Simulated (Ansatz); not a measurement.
Start from Al₃Ru₂ (space group I4/mmm, No. 139; a cell from a computed database, its experimental status unchecked).

```
Al3Ru2
1.0
   -1.53662     1.53662     7.12653
    1.53662    -1.53662     7.12653
    1.53662     1.53662    -7.12653
Al Ru
3 2
Direct
  0.00000   0.00000   0.00000
  0.80624   0.80624   0.00000
  0.19376   0.19376   0.00000
  0.60565   0.60565   0.00000
  0.39435   0.39435   0.00000
```

Method: Kohn–Sham DFT with the PBEsol functional, run in Ansatz (a quantum-chemistry and plane-wave program) with PAW and 420 eV plane waves, no SOC.

Base values:

* **Pressure**: 0.0 GPa

Modification: an isotropic linear strain of +0.34 %, atoms relaxed at fixed cell.

Problem. What happens to the energy relative to the base?

Solution. The energy increases by 0.8 meV/atom.

Problem. How does this affect the pressure?

Solution. The pressure (mean of the normal stresses, compression positive) goes from zero to -1.9 GPa.

Whether these cells are dynamically stable was not tested. The final runs are not spin-polarised.
